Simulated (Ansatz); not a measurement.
C axis length of ZrC (model structure, started from the NbAs type, I4₁md, No. 109, 4 atoms in the cell) at several levels of theory

No measured value is used here.

```tsv
level (code)	value (Å)
LDA (Ansatz)	11.348
PBE (Ansatz)	11.524
PBE-D3(BJ) (Ansatz)	11.425
r²SCAN (Ansatz)	11.489
r²SCAN+rVV10 (Ansatz)	?
```

What belongs in the gaps?


- r²SCAN+rVV10 (Ansatz, a program for electronic structure), value (Å): 11.466

Cutoffs differ between the levels. Ansatz's density-functional and Hartree–Fock values are scalar-relativistic unless marked +SOC, with PAW data made under PBE.

A model structure was made by putting elements into a prototype or built by hand; it is no filed structure, need not be a known phase, and can be a saddle point held by its symmetry.
